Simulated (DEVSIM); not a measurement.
System: Ni/SiO2/p-Si capacitor, at 300 K.

```csv
layer (left to right),material,thickness (nm),Na (cm⁻³)
1,SiO2,24.0,-
2,Si,6000,9.2e15
```

Metal gate on the left, work function 5.1 eV. Fixed charge at the semiconductor interface -1.2e11 cm⁻² (in units of +e); no interface traps.

This is a model device: material constants are rounded textbook-type values typed into the input, and sizes, dopings and lifetimes were drawn at random. Values at 300 K.

| parameter | SiO2 | Si |
|---|---|---|
| gap (eV) | 9 | 1.124 |
| affinity (eV) | 0.9 | 4.05 |
| permittivity | 3.9 | 11.7 |
| Nc (cm⁻³) | - | 2.86e19 |
| Nv (cm⁻³) | - | 3.1e19 |

DEVSIM, 1D Poisson equation in equilibrium, Boltzmann statistics, complete ionisation; no quantum confinement or tunnelling. Metal contacts follow the ideal Schottky-Mott rule: no Fermi-level pinning, no interface dipoles.

The gate work function was swept, all else fixed.

```
gate work function (eV)  flat-band voltage (V)  threshold voltage (band bending 2φF) (V)
-----------------------  ---------------------  ----------------------------------------
4.8                                      -0.03                                      1.00
4.95                                      0.12                                      1.15
5.1                                       0.27                                      1.30
5.25                                      0.42                                      1.45
5.4                                       0.57                                      1.60
```

From the first row to the last the flat-band voltage goes from -0.03 to 0.57. From the first row to the last the threshold voltage (band bending 2φF) goes from 1.00 to 1.60.
